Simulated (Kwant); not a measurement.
Kwant, Hückel tight-binding model, one pz orbital an atom, one spin, coherent transport at 0 K. Conductance is in e²/h.

System: π system c1ccc2c(c1)sc1ccccc12 between two chain leads. The π system is taken as planar. Atoms are numbered from 0 in the order of the SMILES. Site energies (eV, carbon 0): [0.0, 0.0, 0.0, 0.0, 0.0, 0.0, -3.3, 0.0, 0.0, 0.0, 0.0, 0.0, 0.0]. Bonds (i, j, β in eV): (0,1,-3) (1,2,-3) (2,3,-3) (3,4,-3) (4,5,-3) (4,6,-2.1) (6,7,-2.1) (7,8,-3) (8,9,-3) (9,10,-3) (10,11,-3) (11,12,-3) (5,0,-3) (12,7,-3) (12,3,-3). Leads: chains of hopping −4.5 eV, joined by −0.9 eV to atoms 0 and 1.

Site energies and bond integrals are typed Hückel values.

Sweep values stay those of the base run.

One input was changed, with this effect: transmission at E = 0 0.0030 → 3.0e-5.

Which change was it?
(A) contacts moved from atoms [0, 1] to [2, 11]
(B) contacts moved from atoms [0, 1] to [0, 5]
(C) contacts moved from atoms [0, 1] to [1, 2]
(D) contacts moved from atoms [0, 1] to [0, 9]
(E) contacts moved from atoms [0, 1] to [0, 11]
(F) contacts moved from atoms [0, 1] to [0, 10]

F, contacts moved from atoms [0, 1] to [0, 10]
